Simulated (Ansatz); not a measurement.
The structure below was relaxed with PBEsol-D3(BJ) (Ansatz, a quantum-chemistry and plane-wave program, PAW, without spin-orbit coupling).

Space group R-3m, hexagonal axes (No. 166); a = b = 4.2684 Å, c = 10.7165 Å, α = β = 90.00°, γ = 120.00°

| atom | site | symmetry | x | y | z |
|---|---|---|---|---|---|
| Sb | 6c | 3m | 0.0000 | 0.0000 | 0.2389 |

Write out a cell with all atoms.


```xyz
6
Lattice="4.2684 0.0000 0.0000 -2.1342 3.6966 0.0000 0.0000 0.0000 10.7165" Properties=species:S:1:pos:R:3 pbc="T T T"
Sb     0.0000     2.4644     9.7046
Sb     0.0000     0.0000     8.1562
Sb     0.0000     0.0000     2.5603
Sb     2.1342     1.2322     1.0119
Sb     2.1342     1.2322     6.1325
Sb     0.0000     2.4644     4.5840
```
This is the conventional cell.

No phonon test of stability was made. The cell was made from Bi by this change: Bi → Sb.
